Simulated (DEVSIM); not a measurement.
Structure: abrupt Si n-p junction, at 250 K.

```tsv
layer (left to right)	material	thickness (μm)	Nd (cm⁻³)	Na (cm⁻³)	τn (s)	τp (s)
1	Si	5.40	2.4e18	-	6.2e-5	6.2e-5
2	Si	0.370	-	2e15	6.2e-5	6.2e-5
```

Left contact: ohmic. Right contact: ohmic. Voltage is applied to the left contact. Recombination: SRH at mid-gap. Mobility is μmin + (μ − μmin)/(1 + (N/Nref)^α).

Constants are typed, rounded textbook-type inputs, not results; the design itself was drawn at random and stands for no fabricated device. Values at 300 K; Nc and Nv go as T^1.5, mobilities as T to minus their exponent, the gap by Varshni's rule with the affinity fixed.

```
parameter               Si
----------------  --------
gap (eV)             1.124
affinity (eV)         4.05
permittivity          11.7
Nc (cm⁻³)          2.86e19
Nv (cm⁻³)           3.1e19
μn (cm²/Vs)           1417
μp (cm²/Vs)            470
μn,min                  52
μp,min                  45
Nref,n              9.7e16
Nref,p              2.2e17
αn                    0.68
αp                    0.72
T exponent of μn       2.3
T exponent of μp       2.2
Varshni α (eV/K)  0.000473
Varshni β (K)          636
```

DEVSIM, 1D drift-diffusion, Boltzmann statistics, complete ionisation; no tunnelling, impact ionisation, image-force lowering or self-heating.

The doping Nd of layer 1 was swept, all else fixed.

| doping Nd of layer 1 (cm^-3) | dark forward voltage at 1 A/cm² (V) | dark forward voltage at 100 A/cm² (V) | potential step across the device at zero bias (V) | largest field in the device at zero bias (V/cm) |
|---|---|---|---|---|
| 7.2e16 | 0.575 | 0.698 | 0.811 | 27000 |
| 2.4e17 | 0.572 | 0.694 | 0.837 | 33000 |
| 7.2e17 | 0.571 | 0.692 | 0.861 | 48000 |
| 2.4e18 | 0.570 | 0.691 | 0.887 | 80000 |
| 7.2e18 | 0.570 | 0.691 | 0.910 | ? |

Question: Complete the blanks.

Answer: 
- 7.2e18, largest field in the device at zero bias (V/cm): 130000
